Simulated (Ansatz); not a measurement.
Cost and result by functional for the surface energy of the (321) surface of bcc Mo in its 1x1 cell, outermost plane spacing 0.84 Å in the ideal cut, in Ansatz (plane waves, PAW). Single points on the PBE structure, on one kind of machine; costs are rough ratios of the slab run's core time (references not counted) to the cheapest single point. r2SCAN's cost holds its higher cutoff (500 against 420 eV). Differences are taken against r2SCAN for comparison alone: no measured value is at hand, so the table doesn't rank accuracy.

Set-up: 13 atoms, 10.1 Å thick at the start (thin: gaps and levels are the slab's own); mesh 14x6x1; 0.1 eV smearing; dipole correction on; all atoms relaxed; symmetry of the start imposed; no spin, no spin-orbit, no U. These notes are the PBE run's.

| functional | relative cost | surface energy (J/m²) | less r2SCAN (J/m²) |
|---|---|---|---|
| RPBE | 1 | 2.81 | -0.41 |
| LDA | 1 | 3.41 | 0.19 |
| PBEsol | 1 | 3.32 | 0.10 |
| r2SCAN | 2 | 3.23 | 0.00 |
| PBE (the relaxed run's value) | – | 3.00 | -0.22 |

The values span 0.60 J/m², while the single points' costs differ by a factor of roughly 2. Differences are of unrounded values.

Ansatz is an electronic-structure program.
